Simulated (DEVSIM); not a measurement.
Structure: abrupt Ge n-p junction, at 400 K.

Layer 1 from the left is Ge, thickness (μm) 13.0, Nd (cm⁻³) 3.6e14, τn (s) 3.4e-7, τp (s) 3.4e-7. Layer 2 from the left is Ge, thickness (μm) 0.520, Na (cm⁻³) 1.3e16, τn (s) 3.4e-7, τp (s) 3.4e-7.

Left contact: ohmic. Right contact: ohmic. Voltage is applied to the left contact. Recombination: SRH at mid-gap, radiative. Mobility is μmin + (μ − μmin)/(1 + (N/Nref)^α).

Constants are typed, rounded textbook-type inputs, not results; the design itself was drawn at random and stands for no fabricated device. Values at 300 K; Nc and Nv go as T^1.5, mobilities as T to minus their exponent, the gap by Varshni's rule with the affinity fixed.

Ge: gap (eV) 0.664, affinity (eV) 4, permittivity 16, Nc (cm⁻³) 1.04e19, Nv (cm⁻³) 6e18, μn (cm²/Vs) 3900, μp (cm²/Vs) 1900, μn,min 150, μp,min 100, Nref,n 2.6e17, Nref,p 4e17, αn 0.56, αp 0.6, T exponent of μn 1.66, T exponent of μp 2.33, B (cm³/s) 6.4e-14, Varshni α (eV/K) 0.000477, Varshni β (K) 235.

Model (solved in DEVSIM): 1D drift-diffusion, Boltzmann statistics, complete ionisation; no tunnelling, impact ionisation, image-force lowering or self-heating.

Task: What does the simulation give for the largest field in the device at zero bias, the dark forward voltage at 100 A/cm², the potential step across the device at zero bias?

Result: largest field in the device at zero bias 5400 V/cm; dark forward voltage at 100 A/cm² 0.150 V; potential step across the device at zero bias 0.081 V.
